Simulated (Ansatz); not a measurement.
Amorphous Al28O43Ba, 72 atoms at 3.26 g/cm³, one PBE-relaxed geometry, zone centre. Methods: PBE, scalar-relativistic without spin-orbit coupling (Ansatz, a first-principles code); r2SCAN, scalar-relativistic without spin-orbit coupling (Ansatz); HSE06, scalar-relativistic without spin-orbit coupling (Ansatz). Plane waves to 420 eV (r2SCAN 500 eV); exact exchange is cut at the cell's faces. At PBE the levels at the filled edge of the gap are localised (band-tail or defect states), and the nearest spread-out levels lie 3.9 eV apart at the zone centre. All rungs ran without spin polarisation.

It comes from a melt-quench run on a machine-learned potential (CHGNet), relaxed afterwards by DFT. O atoms were pushed apart under 1.9 Å during the dynamics, to hinder bonds among them. The hot cell started wider than the set density and was brought back towards it in steps. It is the lowest in DFT energy of 2 quenches. It is a model cell: composition and starting density were chosen by hand, and all elements were melted together. No dispersion term was used. Its density started from a set value of 3.26 and ended at 3.26 g/cm³. Cooling (nominally 280 K/ps over its main leg) ran many orders faster than in experiment, which tends to leave more defects and strain. A cell of this size samples the disorder only roughly. The volume was held where the preparation left it and the shape relaxed, at a PBE pressure of 2.1 GPa. Stress components on the final sampling reach 2.1 GPa.

The relaxation ran on the zone centre alone. At PBE the level gap is 3.38 eV on a 2×2×2 Γ-centred mesh, and the spacing at the zone centre alone 3.39 eV.

**Question.** What zone-centre spacing does r2SCAN give, roughly?

**Answer.** 3.96 eV (+0.58 eV against PBE).

**Question.** What zone-centre spacing does HSE06 give, roughly?

**Answer.** 5.06 eV (+1.67 eV against PBE).

The highest filled and the lowest empty state spread over these numbers of atoms (participation numbers): PBE: 2.9 and 48.8; r2SCAN: 2.7 and 44.8; HSE06: 2.9 and 46.1.
